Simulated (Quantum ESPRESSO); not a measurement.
Worked example: self-consistent single point of Sr (Fm-3m, 1 atom in the cell) in Quantum ESPRESSO.

Computed with PBE, PSlibrary ultrasoft (PBE) pseudopotentials (plane waves; Quantum ESPRESSO 7.5).

```
Sr
1.0
    0.00000     3.03088     3.03088
    3.03088     0.00000     3.03088
    3.03088     3.03088     0.00000
Sr
1
Direct
  0.00000   0.00000   0.00000
```

Reference input (self-consistent single point, DFT, PBE, plane waves, PSlibrary ultrasoft (PBE) pseudopotentials): ecutwfc = 45 Ry; ecutrho = 315 Ry; occupations = smearing; smearing = fd; degauss = 0.0073499 Ry; potentials = {Sr: Sr.pbe-spn-rrkjus_psl.1.0.0.UPF}; K_POINTS = automatic 9 9 9 0 0 0; conv_thr = 1e-09 Ry; mixing_beta = 0.7. This run's input differs from it in these lines:

```diff
@@ -31,3 +31,3 @@
 K_POINTS {automatic}
-9 9 9  0 0 0
+5 5 5  0 0 0
```

Log, with long lists cut:

```
     Self-consistent Calculation

     iteration #  1     ecut=    45.00 Ry     beta= 0.70

     Threshold (ethr) on eigenvalues was too large:
     Diagonalizing with lowered threshold

     total energy              =     -70.19892412 Ry
     estimated scf accuracy    <       0.00114914 Ry

     iteration #  2     ecut=    45.00 Ry     beta= 0.70

     total energy              =     -70.19901261 Ry
     estimated scf accuracy    <       0.00010977 Ry

     iteration #  3     ecut=    45.00 Ry     beta= 0.70

     total energy              =     -70.19901937 Ry
     estimated scf accuracy    <       0.00000049 Ry

     iteration #  4     ecut=    45.00 Ry     beta= 0.70

     total energy              =     -70.19901984 Ry
     estimated scf accuracy    <       0.00000002 Ry

     iteration #  5     ecut=    45.00 Ry     beta= 0.70
     End of self-consistent calculation

     the Fermi energy is     4.9445 ev

!    total energy              =     -70.19901984 Ry
     estimated scf accuracy    <          9.0E-10 Ry
     smearing contrib. (-TS)   =      -0.00233172 Ry
     internal energy E=F+TS    =     -70.19668812 Ry

     convergence has been achieved in   5 iterations

     Forces acting on atoms (cartesian axes, Ry/au):

     atom    1 type  1   force =     0.00000000    0.00000000    0.00000000

     Total force =     0.000000     Total SCF correction =     0.000000

          total   stress  (Ry/bohr**3)                   (kbar)     P=       -2.08
  -0.00001415  -0.00000000   0.00000000           -2.08       -0.00        0.00
  -0.00000000  -0.00001415   0.00000000           -0.00       -2.08        0.00
   0.00000000   0.00000000  -0.00001415            0.00        0.00       -2.08

   JOB DONE.
```

The run converged in 5 iterations. Against the reference run the free energy falls by 4.4 meV/atom and the pressure hardly changes (-0.14 to -0.21 GPa).

The starting cell has typed, rounded lattice constants, without a prior relaxation at this level. Its lattice was rescaled by up to half a per cent.
